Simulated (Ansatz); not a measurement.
A working Ansatz (a quantum-chemistry and plane-wave program) input for Eu3Tc (Fm-3m, 4 atoms in the cell) (DFT, PBEsol, plane waves, default PAW files made with PBE):

Ansatz 0.2 input:
```yaml
crystal:
  lattice:
    - [0.000000, 3.846960, 3.846960]
    - [3.846960, 0.000000, 3.846960]
    - [3.846960, 3.846960, 0.000000]
  atoms:
    - { symbol: Eu, position: [0.250000, 0.250000, 0.250000], spin: 7.0 }
    - { symbol: Eu, position: [0.750000, 0.750000, 0.750000], spin: 7.0 }
    - { symbol: Eu, position: [0.500000, 0.500000, 0.500000], spin: 7.0 }
    - { symbol: Tc, position: [0.000000, 0.000000, 0.000000], spin: 1.0 }
basis:
  ecutwfc: 500.0
kpoints:
  mp_grid: { grid: [6, 6, 6] }
hamiltonian:
  xc: pbesol
  pseudopotentials: { kind: paw }
magnetization:
  spin_polarized: true
scf:
  occupations: { method: methfessel_paxton, width: 0.1 }
output:
  forces: true
  eigenvalues: true
  stress: true
```

The run converged in 29 iterations: free energy E − TS (on the zero of these files) -31329.2117 eV; Fermi level (on the code's own zero) 12.80 eV; pressure -5.05 GPa; size of the cell's spin moment 20.33 μB. Each of these slips is then made, one at a time:

(1)
```diff
-  occupations: { method: methfessel_paxton, width: 0.1 }
+  occupations: { method: methfessel_paxton, width: 1.36 }
```

(2)
```diff
+  max_iter: 3
```

How does each altered input end?


(1) A smearing width that is far too large. The run converged in 33 iterations without an error; against the sound input the free energy goes up by 134 meV/atom, the pressure goes from -5.05 to -4.70 GPa and the size of the net moment goes from 5.08 to 5.01 μB/atom.

(2) An iteration limit that is too low. The run ended unconverged after 3 iterations.
```
did not converge after 3 iterations: onsite_residual = 1.75e1 (threshold 1.00e-7), under the density mixer `msr1`, which `scf.mixing.algorithm: auto` chose by the deck's other keys (type `scf.mixing.algorithm: msr1` to keep it); raise `scf.max_iter`, which need not help a stalled SCF, or adjust the mixing (`scf.mixing`) or, under a smearing, its wi [...]
```

The starting cell comes from a database of computed structures (which also holds hypothetical and non-ambient phases and stackings), without a prior relaxation at this level. The magnetic order is the one reached from the typed start; others were not searched systematically. With U or open f shells several self-consistent states can exist. The f electrons are in the valence without U or exact exchange, which can misplace them near the Fermi level. Spin-orbit terms, which matter for f shells, are left out. The program warned that a starting moment was not kept. In the base run, with a pressure of about -5 GPa the cell is away from its equilibrium volume at this level. Ansatz's pressure includes its estimate of the finite-basis (Pulay) stress.

Left out of this page: 3 runs of the series with a known weakness of the program.
